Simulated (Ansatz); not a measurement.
The parent structure is SiC (space group P6_3mc, No. 186; a = 3.078 Å, c = 15.107 Å). Axes: x lies along a and z along c of the hexagonal cell.

Method: Kohn–Sham DFT with the r2SCAN functional, run in Ansatz (a program for electronic structure) with PAW and 500 eV plane waves, no SOC.

For the base:

```
Property            Value
---------------  --------
Volume per atom  10.33 Å³
```

Modification: tensile biaxial strain of 1.91 % in the plane normal to [001], as in epitaxy on a mismatched substrate; the out-of-plane cell vector and the atoms relax.

Problem. How does this affect the volume per atom?

Solution. The volume per atom goes up by 0.363 Å³, from 10.33 Å³ to 10.70 Å³.

No phonon test of stability was made.
